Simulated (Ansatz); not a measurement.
The reference is MgO in the rock salt structure (space group Fm-3m, No. 225; a = 4.254 Å).

The values are results of DFT with PBE, PAW potentials and a 420 eV plane-wave cutoff in Ansatz (an electronic-structure program), spin-orbit coupling left out, not measurements.

For the base:

| Property | Value |
|---|---|
| Gap character | direct at Γ |
| Gap between the host's bands | 4.46 eV |

The change: 0.00962 holes added to each cell, a density of 5.0×10^20 cm⁻³, with a uniform compensating background at fixed cell and a 300 K Fermi–Dirac width.

### Question
How does this affect the gap character, gap between the host's bands and Fermi level from band edge?

### Answer
The gap character remains direct at Γ; the gap between the host's bands goes up by 0.02 eV (4.46 eV → 4.48 eV); the Fermi level relative to the doped band's edge (positive inside the band; to 0.05 eV) comes out as +0.05 eV.

Carriers are added with a uniform compensating background; total energy and stress of such cells depend on the potential's zero and are not compared; many-body gap narrowing is missing at this level. Whether these cells are dynamically stable was not tested. The base started in Pnma and relaxed to Fm-3m at this level.
